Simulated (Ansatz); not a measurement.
Start from Bi in the A7 type structure (space group R-3m, No. 166; layered).

```
CELL_PARAMETERS angstrom
      2.26027     1.30497     4.00943
     -2.26027     1.30497     4.00943
      0.00000    -2.60994     4.00943
ATOMIC_POSITIONS crystal
  Bi 0.23371 0.23371 0.23371
  Bi 0.76629 0.76629 0.76629
```

All numbers come from Kohn–Sham DFT with the r2SCAN+rVV10 functional, run in Ansatz (an electronic-structure program) with PAW and 500 eV plane waves, spin-orbit coupling left out.

For the base:

In-plane lattice parameter a: 4.521 Å

It is then changed as follows: a free-standing slab of 3 layers (6 atoms, 2 a layer) is cut normal to the stacking axis, with 15 Å of vacuum and the in-plane cell relaxed.

Question: What happens to the excess energy per area of both faces?

Answer: The excess energy per area of both faces (slab less bulk energy over the cell's area: twice a surface energy) amounts to 0.59 J/m² (uncertain by up to 0.06 J/m²).

Question: Estimate the effect on the in-plane lattice parameter a.

Answer: The in-plane lattice parameter a drops by 0.1051 Å (4.521 Å → 4.415 Å).

Slab and bulk use different k-meshes, which limits the precision of the excess energy. Stability against distortions was not tested.
